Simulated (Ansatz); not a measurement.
## Ti2GaC: pressure series

The parent structure is Ti₂GaC (space group P6_3/mmc, No. 194; a = 3.045 Å, c = 13.292 Å; a cell from a computed database, its experimental status unchecked).

Cell and atoms are relaxed at each pressure.

Method: Ansatz (a first-principles code) PBEsol, no spin-orbit coupling.

Notes on the quantities. enthalpy: H = E + PV relative to the base's energy.

```
change               density       enthalpy  c/a ratio
----------------  ----------  -------------  ---------
base              5.52 g/cm³              –      4.366
pressure 0.3 GPa  5.53 g/cm³  +0.02 eV/atom      4.365
pressure 0.7 GPa  5.55 g/cm³  +0.06 eV/atom      4.365
pressure 1.5 GPa         ___  +0.12 eV/atom        ___
```

Question: Fill in the withheld entries from the trend.

Answer: 
- pressure 1.5 GPa, density: 5.58 g/cm³
- pressure 1.5 GPa, c/a ratio: 4.363

Load acts through the strain it causes; cell and atoms are relaxed under it. Whether these cells are dynamically stable was not tested. All final runs are without spin polarisation.
